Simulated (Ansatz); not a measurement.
Worked example: self-consistent single point of Sb (Pm-3m, 1 atom in the cell) in Ansatz (a program for electronic structure).

Method of the run: PBEsol, default PAW files made with PBE (plane waves; Ansatz).

```
CELL_PARAMETERS angstrom
      3.07409     0.00000     0.00000
      0.00000     3.07409     0.00000
      0.00000     0.00000     3.07409
ATOMIC_POSITIONS crystal
  Sb 0.00000 0.00000 0.00000
```

Reference input (self-consistent single point, DFT, PBEsol, plane waves, default PAW files made with PBE): basis.ecutwfc = 420 eV; kpoints.mp_grid.grid = 11 11 11; hamiltonian.xc = pbesol; hamiltonian.pseudopotentials = {kind: paw} (the program's default PAW files); scf.occupations.method = gaussian; scf.occupations.width = 0.1 eV. This run's input differs from it in these lines:

Ansatz 0.2 input:
```diff
@@ -11,3 +11,3 @@
 kpoints:
-  mp_grid: { grid: [11, 11, 11] }
+  mp_grid: { grid: [18, 18, 18] }
 hamiltonian:
@@ -16,3 +16,3 @@
 scf:
-  occupations: { method: gaussian, width: 0.1 }
+  occupations: { method: cold, width: 0.05 }
 output:
```

The program printed (abridged):

```
SCF iter   1: F=—  HF=-6408.058502 eV  |F-HF|=—  |Δ(HF+E_count)|=         —  Δρ=2.21e-3  dr2=8.69e-4  ethr=1.77e-3  ⟨swp⟩=5.7  Hψ=15641  notcnv=0
all-band conjugate gradients solve this SCF's bands
preconditioner: auto → none
SCF iter   2: F=—  HF=-6408.057198 eV  |F-HF|=—  |Δ(HF+E_count)|=   1.30e-3  S|Δr|=    0.00e0  Δρ=1.42e-3  dr2=3.80e-4  ethr=5.79e-6  ⟨swp⟩=2.4  Hψ=5415  notcnv=0  defer=3
   [... lines left out ...]
SCF iter   5: F=—  HF=-6408.057057 eV  |F-HF|=—  |Δ(HF+E_count)|=   2.16e-6  S|Δr|=    0.00e0  Δρ=1.57e-4  dr2=3.60e-6  ethr=5.11e-8  ⟨swp⟩=1.0  Hψ=2539  notcnv=0  defer=3
SCF iter   6: F=—  HF=-6408.057055 eV  |F-HF|=—  |Δ(HF+E_count)|=   1.97e-6  S|Δr|=    0.00e0  Δρ=5.62e-5  dr2=4.63e-7  ethr=2.40e-8  ⟨swp⟩=2.2  Hψ=3846  notcnv=0  defer=3
SCF iter   7: F=-6408.057055 eV  HF=-6408.057055 eV  |F-HF|=4.05e-9  |Δ(HF+E_count)|=   2.96e-7  S|Δr|=    0.00e0  Δρ=5.90e-6  dr2=3.94e-9  ethr=6.67e-10  ⟨swp⟩=4.9  Hψ=12249  notcnv=0
SCF 1 converged in 7 iterations: F = -6408.057055 eV  dr2 = 3.94e-9
Stability not checked (fill_not_monotonic)
Free energy (F): -6408.057055 eV
Internal energy: -6408.056752 eV  (E = F + TS)
E sigma→0 (E₀):  -6408.056954 eV
Entropy (-TS):   -0.000303 eV (-0.303 meV/atom)
Fermi energy:    10.281031 eV
--- Forces (eV/Å), atoms counted from 1 ---
  atom   1  Sb    -0.00000000     0.00000000     0.00000000
--- Stress (GPa, compression-positive) ---
       -0.697299       0.000000       0.000000
       -0.000000      -0.697299       0.000000
        0.000000       0.000000      -0.697299
  P = ⅓ Tr σ = -0.6973 GPa (-6.973 kbar)
  The stress holds the Pulay correction. Without it, at fixed plane waves, as pw.x and ABINIT print it: P = -0.7334 GPa
```

The run converged in 7 iterations. Against the reference run the free energy goes down by 19.1 meV/atom and the pressure goes from -0.45 to -0.70 GPa.

The starting cell comes from a database of computed structures (which also holds hypothetical and non-ambient phases and stackings), without a prior relaxation at this level. Its lattice was rescaled by up to half a per cent. Ansatz's pressure includes its estimate of the finite-basis (Pulay) stress.
